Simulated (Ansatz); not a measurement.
## Fluorite PbF2 (high-temperature phase)

Calculation: r²SCAN0 in Ansatz (plane waves, PAW).

Run with plane-wave cutoff 520 eV, 8×8×8 k mesh, Fermi–Dirac smearing 0.01 eV, scalar-relativistic PAW data made under PBE.

Cell: measured lattice: a = 5.9306 Å, b = 5.9306 Å, c = 5.9306 Å, α = 90.00°, β = 90.00°, γ = 90.00°.

- band gap = 6.82 eV (on the SCF k mesh)
- smallest direct gap on the k points sampled = 6.95 eV
- direct gap at Γ = 12.06 eV

Note: cell and atoms aren't relaxed at this level (pressure -1.1 GPa).

Spin–orbit coupling is not included; with these elements it can move the gap by several tenths of an eV or more.

Computed values are for the static lattice.

Ansatz is an electronic-structure program.
